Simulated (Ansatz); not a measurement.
## K2Te under a change: biaxial strain −2.08 %, plane normal [111], relaxed out of plane

Base system: K$_{2}$Te in the anti-fluorite structure (space group Fm-3m, No. 225; a = 8.091 Å). Axes: x, y, z lie along the cube axes.

The change: biaxial strain −2.08 %, plane normal [111], relaxed out of plane (Cartesian); in-plane vectors clamped, the third vector and the atoms free.

Computed with PBEsol/PAW in Ansatz (a program for electronic structure), scalar-relativistic without spin-orbit coupling. Γ-centred 7×7×7 mesh, Fermi–Dirac width 0.05 eV.

```csv
quantity,base,changed,shift
volume per atom,44.14 Å³,43.09 Å³,-1.05 Å³
energy relative to the base (free energy F),0 meV/atom,+3.1 meV/atom,+3.1 meV/atom
"pressure (mean of the normal stresses, compression positive)",0.01 GPa,0.37 GPa,+0.36 GPa
band gap,2.16 eV,2.18 eV,+0.012 eV
gap character,–,"indirect, T → Γ",–
smallest direct gap,2.23 eV,2.26 eV,+0.03 eV
electron mass,0.29 mₑ (at Γ),0.29 mₑ (at Γ),–
out-of-plane strain,–,+1.82 %,–
ratio −ε⊥/ε∥,–,0.88,–
```

Final structure (turned so that z lies along the plane normal):

```
CELL_PARAMETERS angstrom
      5.60214     0.00000     0.00000
      2.80107     4.85159     0.00000
      2.80107    -1.61720     4.75638
ATOMIC_POSITIONS crystal
  K  0.50520 0.24740 0.74221
  K  0.49480 0.75260 0.25779
  Te 0.00000 0.00000 0.00000
```

Spin-orbit coupling, missing from the scalar runs, can matter with Te. Effective masses come from finite differences of ±0.01 Å⁻¹. Whether these cells are dynamically stable was not tested. k-point labels follow each cell's own Brillouin zone.
